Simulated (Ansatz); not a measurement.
Worked calculations on one periodic cell of amorphous Si$_{24}$O$_{49}$Ag$_{2}$: Si24O49Ag2, 75 atoms, volume 1126.2 Å³, made by a melt-quench on the CHGNet potential and relaxed with DFT. O atoms were pushed apart under 1.9 Å during the dynamics, to hinder bonds among them. It is a model cell: composition and starting density were chosen by hand, and all elements were melted together. Cycles of charging were run to anneal it. Method: PBE, scalar-relativistic without spin-orbit coupling (plane waves to 420 eV, PAW; Ansatz, a program for electronic structure). Sampling: a 2×2×2 Γ-centred mesh; Fermi-Dirac width 0.02 eV; no spin polarisation. Its volume was relaxed, its shape was free, and it stands at a mean pressure of 0.0 GPa with stress components up to 0.0 GPa; the relaxation ran on the zone centre alone. Its density went from a set 2.45 to 2.47 g/cm³. The cell is small and was quenched far faster than a real film, so it is one sample of the glass.

Four energies for an added electron at PBE on the zone centre alone (charged cells in a uniform background, spin-polarised): neutral at the neutral geometry -58318.153 eV; charged at the neutral geometry -58312.161 eV; charged and relaxed -58312.738 eV; neutral at the charged geometry -58317.398 eV.

Q: Find the two relaxation energies and their sum, the reorganisation energy.

A: On charging: -58312.161 − (-58312.738) = 0.577 eV. On discharging: -58317.398 − (-58318.153) = 0.755 eV. The sum is 1.332 eV. The carrier's level spreads over 4 of the 75 atoms' worth, so it counts as localised, most on one Ag atom with neighbours O 2.23 Å, Ag 2.76 Å (neutral geometry). The values are uncorrected: the image energy of a point charge in this cell, 2.84 × 14.40 / (2 × 10.4) = 2.0 eV before screening, is screened by electrons alone at the fixed geometry and by ions too after relaxing, and the carrier can be spread before it relaxes, so each term can be off by up to that value times 1/ε∞, some tenths of an eV. PBE's self-interaction favours spread-out carriers, so a hybrid can localise more.

Four energies for a hole at PBE on the zone centre alone (charged cells in a uniform background, spin-polarised): neutral at the neutral geometry -58318.153 eV; charged at the neutral geometry -58320.385 eV; charged and relaxed -58320.698 eV; neutral at the charged geometry -58317.831 eV.

Q: Find the two relaxation energies and their sum, the reorganisation energy.

A: On charging: -58320.385 − (-58320.698) = 0.313 eV. On discharging: -58317.831 − (-58318.153) = 0.322 eV. The sum is 0.635 eV. The carrier's level spreads over 5 of the 75 atoms' worth, so it counts as localised, most on one O atom with neighbours Si 1.56 Å, Ag 2.03 Å (neutral geometry). The values are uncorrected: the image energy of a point charge in this cell, 2.84 × 14.40 / (2 × 10.4) = 2.0 eV before screening, is screened by electrons alone at the fixed geometry and by ions too after relaxing, and the carrier can be spread before it relaxes, so each term can be off by up to that value times 1/ε∞, some tenths of an eV. PBE's self-interaction favours spread-out carriers, so a hybrid can localise more.
